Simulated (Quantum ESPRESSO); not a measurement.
## Habitual settings against a tight run: TiTeAs (Immm, 6 atoms in the cell)

Self-consistent single point.

```
TiTeAs
1.0
    1.83253     2.68891     6.56070
   -1.83253     2.68891     6.56070
   -1.83253    -2.68891     6.56070
Ti Te As
2 2 2
Direct
  0.88245   0.00000   0.88245
  0.11755   0.00000   0.11755
  0.21074   0.50000   0.71074
  0.78926   0.50000   0.28926
  0.50000   0.75391   0.74609
  0.50000   0.24609   0.25391
```

Level of theory: LDA (PZ), GBRV 1.5 ultrasoft (LDA) pseudopotentials (plane waves; Quantum ESPRESSO).

Base settings: ecutwfc = 50 Ry; ecutrho = 400 Ry; occupations = smearing; smearing = gauss; degauss = 0.0073499 Ry; potentials = {Ti: ti_lda_v1.4.uspp.F.UPF, Te: te_lda_v1.uspp.F.UPF, As: as_lda_v1.uspp.F.UPF}; K_POINTS = automatic 5 5 5 0 0 0; conv_thr = 1e-11 Ry; mixing_beta = 0.5.

Tight run (finer mesh or higher cutoff; not a proven limit): ecutwfc: 50 Ry → 70 Ry; ecutrho: 400 Ry → 560 Ry; conv_thr: 1e-11 Ry → 7.3e-11 Ry; K_POINTS: automatic 5 5 5 0 0 0 → automatic 7 7 7 0 0 0. It gave Fermi level (on the code's own zero) 9.26 eV; pressure -9.91 GPa; largest force (vector length) 0.592 eV/Å.

Quick runs, as changes from the base:
- A: the base itself
- B: ecutwfc: 50 Ry → 25 Ry; ecutrho: 400 Ry → 200 Ry; conv_thr: 1e-11 Ry → 7.3e-06 Ry; K_POINTS: automatic 5 5 5 0 0 0 → automatic 4 4 4 0 0 0
- C: ecutwfc: 50 Ry → 40 Ry; ecutrho: 400 Ry → 320 Ry; degauss: 0.0073499 Ry → 0.0147 Ry; conv_thr: 1e-11 Ry → 7.3e-05 Ry; K_POINTS: automatic 5 5 5 0 0 0 → automatic 6 6 6 0 0 0
- D: ecutwfc: 50 Ry → 30 Ry; ecutrho: 400 Ry → 240 Ry; K_POINTS: automatic 5 5 5 0 0 0 → automatic 6 6 6 0 0 0
- E: ecutwfc: 50 Ry → 30 Ry; ecutrho: 400 Ry → 240 Ry; K_POINTS: automatic 5 5 5 0 0 0 → automatic 3 3 3 0 0 0

Energies are extrapolated to zero smearing width, which holds to low order in the width alone (under cold and Methfessel-Paxton smearing the free energy itself is taken).

Dashes: pressure of B, C, not trusted under this conv_thr with d or f elements.

The count of work is k-points × plane waves × bands × iterations; it is no time. Core times come from one kind of shared machine and are given to one figure; runs under 30 s give none.

The starting cell comes from a database of computed structures (which also holds hypothetical and non-ambient phases and stackings), without a prior relaxation at this level. Its lattice was rescaled by a random factor within 2.5 % of one. Spin polarisation is off, so a magnetic state, if there is one, cannot be reached. In the base run, with a pressure of about -10 GPa the cell is away from its equilibrium volume at this level. Without a gap this mesh is coarse (it stands for a supercell whose shortest vector is 18 Å).

```
run  energy less tight (meV/atom)  pressure less tight (GPa)  largest miss in a force vector (eV/Å)  count of work / tight  core time / tight (rough)
---  ----------------------------  -------------------------  -------------------------------------  ---------------------  -------------------------
A                            -0.9                       0.05                                  0.071                   0.27                        0.3
B                            61.0                          –                                  0.221                  0.032                       0.04
C                             4.4                          –                                  0.063                   0.17                        0.2
D                            10.0                      -0.22                                  0.070                   0.22                        0.2
E                             0.6                      -0.11                                  0.322                  0.042                       0.06
```

Among the runs at the tight run's level, the energy misses run from 0.6 to 61.0 meV/atom.

Left out of this page: 1 run of the series outside the window shown, repeating another row's setting, or not comparable.
